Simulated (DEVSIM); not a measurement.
Structure: Mo/SiO2/n-GaAs capacitor, at 400 K.

Layer 1 from the left is SiO2, thickness (nm) 1.60. Layer 2 from the left is GaAs, thickness (nm) 2600, Nd (cm⁻³) 6.3e16.

Metal gate on the left, work function 4.6 eV. Fixed charge at the semiconductor interface 6.03e12 cm⁻² (in units of +e); no interface traps.

This is a model device: material constants are rounded textbook-type values typed into the input, and sizes, dopings and lifetimes were drawn at random. Values at 300 K; Nc and Nv go as T^1.5, mobilities as T to minus their exponent, the gap by Varshni's rule with the affinity fixed.

SiO2: gap (eV) 9, affinity (eV) 0.9, permittivity 3.9. GaAs: gap (eV) 1.424, affinity (eV) 4.07, permittivity 12.9, Nc (cm⁻³) 4.7e17, Nv (cm⁻³) 9e18, Varshni α (eV/K) 0.000541, Varshni β (K) 204.

Question: Estimate by hand the flat-band voltage, the threshold voltage, and compare with a numerical solution.

Answer: 
- Flat-band voltage: C = 2.16 μF/cm², work-function difference 0.446 V; VFB = φms − qNf/C = 0.00 V; numerical 0.00 V.
- Threshold voltage: φF = 0.554 V, depletion charge √(4εqNφF) = 1.60e-7 C/cm²; VT = VFB − 2φF − Qd/C = -1.18 V; numerical -1.18 V.

DEVSIM, 1D Poisson equation in equilibrium, Boltzmann statistics, complete ionisation; no quantum confinement or tunnelling. Metal contacts follow the ideal Schottky-Mott rule: no Fermi-level pinning, no interface dipoles.
